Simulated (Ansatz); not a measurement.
The parent structure is GaN in the zinc blende structure (space group F-43m, No. 216; a = 4.498 Å). Axes: x, y, z lie along the cube axes.

The values are results of plane-wave PAW DFT at the r2SCAN level (Ansatz, a quantum-chemistry and plane-wave program, 500 eV), without spin-orbit coupling, not measurements.

Perturbation: uniaxial strain ε_zz = +3.00 %, all other strain components held at zero; the atoms relax in the strained cell.

Task: Predict the stress tensor and what it implies for the stiffness.

Result: Stress of the strained cell less that of the base (GPa, compression positive):
```
  -4.10    0.00    0.00
   0.00   -4.10    0.00
   0.00    0.00   -8.32
```

Then −Δσ_ii/ε with ε = 0.0300 gives secant stiffness values (nonlinear terms included at this strain): C33 ≈ 277 GPa, C13 ≈ 137 GPa and C23 ≈ 137 GPa.

As a check, the harmonic strain energy −½ V₀ Δσ:ε is 8.9 meV/atom; the computed energy rise is 8.9 meV/atom.

Whether these cells are dynamically stable was not tested. This is not the structure that GaN has at room temperature and ambient pressure.
